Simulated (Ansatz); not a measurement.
Cubic perovskite CsSnI₃ (cubic high-temperature phase)

Method: r²SCAN+rVV10 (Ansatz, an electronic-structure program, plane waves, PAW).

Numerical settings: plane-wave cutoff 500 eV, 6×6×6 k mesh, Fermi–Dirac smearing 0.05 eV, scalar-relativistic PAW data made under PBE.

Cell (relaxed at this level):

CsSnI3 is modelled in the cubic space group Pm-3m (No. 221), the cubic perovskite structure, Pearson symbol cP5. Conventional cell: a = b = c = 6.158 Å, α = β = γ = 90.00°. Cs on 1b has 12 I at 4.354 Å (cuboctahedral). Sn on 1a has 6 I at 3.079 Å (octahedral). I on 3d sees 2 Sn at 3.079 Å and 4 Cs at 4.354 Å (octahedral). (Neighbours: up to the widest gap in distance over summed covalent radii, below 1.35, at either atom; cation-cation and far metal-metal contacts left out.)

band gap: 0.29 eV (on the SCF k mesh)

Note: the relaxation could not lower the start's symmetry, so the cell can be a saddle point above a distorted one.

Spin–orbit coupling is not included; with these elements it can move the gap by several tenths of an eV or more.

Computed values are for the static lattice.

It cost about 4 core-minutes (a rough figure) of CPU time.
